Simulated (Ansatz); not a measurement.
Results of r²SCAN (PAW; Ansatz, an electronic-structure program) for TiAl3 (I4/mmm, No. 139).

Run with plane-wave cutoff 560 eV, 20×20×20 k mesh, Fermi–Dirac smearing 0.05 eV, no spin polarisation, scalar-relativistic PAW data made under PBE.

Results at a series of volumes:

| V (Å³/atom) | E − E_lowest (meV/atom) |
|---|---|
| 15.024 | 9.62 |
| 15.337 | 2.32 |
| 15.650 | 0.00 |
| 15.963 | 2.19 |
| 16.276 | 8.45 |

Task: Estimate the bulk modulus and its pressure derivative from these points.

Result: V0 = 15.650 Å³/atom, B0 = 115 GPa, B′ = 4.0 (fit to the energies at full precision).

Shape and atoms are relaxed at each volume.

Measured, for comparison: equilibrium volume per atom 15.93 Å³/atom (temperature not stated, not corrected to a static lattice; as tabulated in P. Norby and A. Norlund Christensen, Acta Chemica Scandinavica A40, 157 (1986)). Computed less measured: equilibrium volume per atom -1.8 %. A static lattice is as a rule a little smaller and stiffer than an uncorrected measurement, which can account for part of this in the equilibrium volume per atom.

Static lattice: no zero-point or thermal effects.

It cost about 17 core-minutes (a rough figure) of CPU time.
